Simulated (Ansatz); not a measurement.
The starting structures come from a database of crystals and need not be the phases stable at ambient conditions.

 Where the default PAW files enter, the runs use the earlier of Ansatz's two default sets.

Input:

```
N2OSi2
1.0
    5.22786     0.00000     0.00000
   -2.33038     4.67973     0.00000
    0.00000     0.00000     4.85861
Si N O
4 4 2
Cartesian
  3.45314   0.12486   1.31523
 -0.55567   4.55487   3.74453
 -1.42752   3.14674   1.31523
  4.32500   1.53299   3.74453
  3.21245   0.44757   2.98814
 -0.31498   4.23216   0.55884
 -1.03135   3.07514   2.98814
  3.92883   1.60459   0.55884
  2.29272   3.70297   1.07516
  0.60476   0.97675   3.50447
```

Space group of this cell: Cmc2_1. The cell is taken as given; by PBEsol its mean pressure is 2.2 GPa.

The numbers are results of PBEsol (plane waves, PAW; Ansatz, an electronic-structure program), not measurements.

The current runs along the normal of the first two printed vectors; no spin-orbit coupling. Scaled by the factor s: all lengths (ions clamped). The meshes follow the cell: 8×8×6 and 8×8 across at s = 0.98, 6×6×6 and 6×6 across at s = 1.00, 6×6×6 and 6×6 across at s = 1.02.

```tsv
s	mean pressure (GPa)	band gap (eV)
0.98	17.4	?
1.00	2.2	4.99
1.02	-9.5	4.53
```

Question: Take the slope of the band gap against ln s from the two given rows, extrapolate to s = 0.98, and say what the run there gives.

Answer: Slope = (4.53 − 4.99) / ln 1.02 = -23.2 eV. The line gives 4.99 + (-23.2) × ln 0.98 = 5.46 eV. The run gives 5.36 eV, 0.10 eV under the line, 21 % of the predicted step.
